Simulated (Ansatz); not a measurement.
System: WRe (model structure, started from the CuAu type, P4/mmm, No. 123, 2 atoms in the cell). Method: r²SCAN (Ansatz, a first-principles code, plane waves, PAW).

Numerical settings: plane-wave cutoff 560 eV, 20×20×16 k mesh (along the axes of the cell as run), Fermi–Dirac smearing 0.05 eV, no spin polarisation, scalar-relativistic PAW data made under PBE.

Cell (relaxed at this level):

```yaml
crystal:
  lattice:
    - [2.82597, 0.00000, 0.00000]
    - [0.00000, 2.82597, 0.00000]
    - [0.00000, 0.00000, 3.86262]
  atoms:
    - { symbol: W, position: [0.50000, 0.50000, 0.50000] }
    - { symbol: Re, position: [0.00000, 0.00000, 0.00000] }
```

Problem. Estimate the bulk modulus B0 that the calculation returns.

Solution. 
bulk modulus B0: 342 GPa

Note: the run has no spin polarisation, so it can have missed a magnetic state; the bulk modulus is −V dP/dV from two relaxed cells at ±2 % in volume; the relaxation could raise the start's symmetry but not lower it, so the cell can be a saddle point.

Spin–orbit coupling is not included.

Static lattice: no zero-point or thermal effects.

It cost about 8 core-minutes (a rough figure) of CPU time.

A model structure was made by putting elements into a prototype or built by hand; it is no filed structure, need not be a known phase, and can be a saddle point held by its symmetry.
